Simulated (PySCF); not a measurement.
PySCF 2.14.0, B3LYP/def2-svp, df: Sc(F)2(Br) ([F][Sc]([F])[Br]), 4 atoms. The geometry is a generated start, not checked to be a minimum at this level.

```json
{
 "task": "energy",
 "method": "b3lyp",
 "basis": "def2-svp",
 "two_electron_scheme": "density fitting",
 "mol.max_memory": "3000 MB",
 "mf.max_cycle": "100",
 "mf.conv_tol": "1e-09 (default)",
 "mf.grids.level": "3 (default)",
 "basis_functions": "91",
 "grid_points": "69592"
}
```

```xyz
4

Sc    -0.1341     0.0807    -0.0861
F     -1.6684    -0.7555    -0.2536
F      0.1289     1.6913    -0.7356
Br     1.6736    -1.0165     1.0753
```

Charge 0 and multiplicity 1 are set for this test and not shown to be the ground state.

With the defaults (mf.DIIS = CDIIS, mf.diis = true, mf.init_guess = minao, mf.damp = 0, mf.diis_start_cycle = 1, mf.diis_space = 8, mf.level_shift = 0) it converges in 13 Fock builds. One run each on 2 threads, 1 BLAS thread, with these changes:
- mf.init_guess = huckel
- mf.level_shift = 0.1 Hartree
- mf.DIIS = ADIIS
- mf.diis = false
- mf.damp = 0.3, mf.diis_start_cycle = 4
- mf.DIIS = EDIIS
- mf.init_guess = mod_huckel
- mf.damp = 0.7, mf.diis_start_cycle = 8
- mf.diis_space = 5

Problem. Which of these changes keep the SCF from converging, or lead it to another solution?

Solution. No convergence: mf.DIIS = EDIIS; mf.diis = false (the run ends without SCF convergence in 100 cycles). The rest reach the solution of the defaults.

```json
[
 {"setting": "the defaults", "Fock builds": "13", "end": "same solution"},
 {"setting": "mf.diis_space = 5", "Fock builds": "13", "end": "same solution"},
 {"setting": "mf.level_shift = 0.1 Hartree", "Fock builds": "13", "end": "same solution"},
 {"setting": "mf.damp = 0.3, mf.diis_start_cycle = 4", "Fock builds": "16", "end": "same solution"},
 {"setting": "mf.damp = 0.7, mf.diis_start_cycle = 8", "Fock builds": "16", "end": "same solution"},
 {"setting": "mf.init_guess = huckel", "Fock builds": "17", "end": "same solution"},
 {"setting": "mf.init_guess = mod_huckel", "Fock builds": "17", "end": "same solution"},
 {"setting": "mf.DIIS = ADIIS", "Fock builds": "20", "end": "same solution"},
 {"setting": "mf.DIIS = EDIIS", "Fock builds": "101", "end": "no convergence"},
 {"setting": "mf.diis = false", "Fock builds": "101", "end": "no convergence"}
]
```
